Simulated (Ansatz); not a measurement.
Candidates (primitive cells; geometry: cell and atoms relaxed with PBE):
A. monolayer Sb, a = b = 4.1217 Å, c = 17.4065 Å, α = β = 90.00°, γ = 120.00°
B. monolayer HfS2, a = 3.652 Å, b = 3.652 Å, c = 18.938 Å, α = 90.00°, β = 90.00°, γ = 120.00°
C. monolayer PbI2, a = 4.6699 Å, b = 4.6699 Å, c = 19.7422 Å, α = 90.00°, β = 90.00°, γ = 120.00°

Put the candidates in order of electron conductivity mass, highest first, for PBE with spin-orbit coupling, rigid bands (Ansatz, a program for electronic structure).

B (0.45 mₑ), C (0.35 mₑ), A (0.23 mₑ)

Masses are for dilute carriers at 300 K, harmonic means over directions unless an axis is named.

Model free-standing layer, not matched to a measured one here: monolayer HfS2.
